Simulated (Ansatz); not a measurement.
Start from CsPbCl3 in the cubic perovskite structure (space group Pm-3m, No. 221; a = 5.6188 Å). Axes: x, y, z lie along the cube axes.

Structures relaxed with PBEsol, PAW, 420 eV (Ansatz, a quantum-chemistry and plane-wave program; scalar-relativistic without spin-orbit coupling).

Base:

Simulated powder pattern, Cu Kα1, λ = 1.54056 Å (kinematic, ideal powder, no thermal factors, no anomalous dispersion; the 8 strongest lines at most, above 2 %, up to 2θ = 90°):

| 2θ (°) | I/Imax (%) | hkl |
|---|---|---|
| 15.76 | 15 | (100) |
| 22.36 | 100 | (110) |
| 31.83 | 47 | (200) |
| 39.24 | 49 | (211) |
| 45.63 | 33 | (220) |
| 51.38 | 23 | (310) |
| 61.72 | 27 | (321) |
| 88.70 | 16 | (510) |

Modification: uniaxial strain ε_zz = −1.80 %, all other strain components held at zero, atoms relaxed at fixed cell.

After the change:

Simulated powder pattern, Cu Kα1, λ = 1.54056 Å (kinematic, ideal powder, no thermal factors, no anomalous dispersion; the 8 strongest lines at most, above 2 %, up to 2θ = 90°):

| 2θ (°) | I/Imax (%) | hkl |
|---|---|---|
| 22.36 | 51 | (110) |
| 22.57 | 100 | (101) |
| 31.83 | 48 | (200) |
| 32.43 | 23 | (002) |
| 39.37 | 49 | (211) |
| 39.74 | 24 | (112) |
| 46.07 | 33 | (202) |
| 57.09 | 17 | (222) |

The indices refer to the base's conventional cell; one index is shown for lines that coincide. The space group is now P4/mmm (No. 123).

No phonon test of stability was made. Many cubic perovskites are stable only at high temperature; tilts and polar distortions were not tested. This is not the structure that CsPbCl3 has at room temperature and ambient pressure.
